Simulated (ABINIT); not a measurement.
Band structure of WS₂ (P-6m2, 3 atoms in the cell).

```xyz
3
Lattice="3.1539 0.0000 0.0000 -1.5770 2.7314 0.0000 0.0000 0.0000 16.7929" Properties=species:S:1:pos:R:3 pbc="T T T"
W      0.0000     0.0000     0.0000
S      0.0000     1.8209    15.2480
S      0.0000     1.8209     1.5450
```

Level of theory: LDA (PW92), PAW (JTH v2.0 LDA PAW) (plane waves; ABINIT).

Settings: pseudos = [W.LDA_PW-JTH.xml, S.LDA_PW-JTH.xml]; ecut = 42 Ry; pawecutdg = 84 Ry; pawxcdev = 0; ixc = 7; occopt = 1; ngkpt = 6 6 1; nshiftk = 1; shiftk = 0 0 0; potentials = JTH v2.0 LDA PAW; kptopt = 1; nstep = 60; tolvrs1 = 1e-10.

The starting cell comes from a database of computed structures (which also holds hypothetical and non-ambient phases and stackings), without a prior relaxation at this level. Its lattice was rescaled by a random factor within 2.5 % of one. Spin-orbit coupling is off.

Q: Predict the gap along the standard path and the places of the band edges.

A: The gap along the path is 1.84 eV, direct at K to within 0.01 eV.

Levels in eV from the top of the valence band on the SCF mesh, bands 10 to 17:
```json
[
 {"point": "Γ", "10": "-2.07", "11": "-1.64", "12": "-1.64", "13": "-0.01", "14": "2.99", "15": "2.99", "16": "3.23", "17": "3.23"},
 {"point": "M", "10": "-3.49", "11": "-2.04", "12": "-1.21", "13": "-0.89", "14": "2.94", "15": "3.41", "16": "4.12", "17": "4.93"},
 {"point": "K", "10": "-3.86", "11": "-3.23", "12": "-2.28", "13": "0.00", "14": "1.84", "15": "3.40", "16": "4.23", "17": "5.78"},
 {"point": "A", "10": "-2.07", "11": "-1.64", "12": "-1.64", "13": "-0.01", "14": "2.99", "15": "2.99", "16": "3.23", "17": "3.23"},
 {"point": "L", "10": "-3.49", "11": "-2.04", "12": "-1.21", "13": "-0.89", "14": "2.94", "15": "3.41", "16": "4.11", "17": "4.93"},
 {"point": "H", "10": "-3.86", "11": "-3.23", "12": "-2.28", "13": "0.00", "14": "1.84", "15": "3.40", "16": "4.23", "17": "5.78"}
]
```
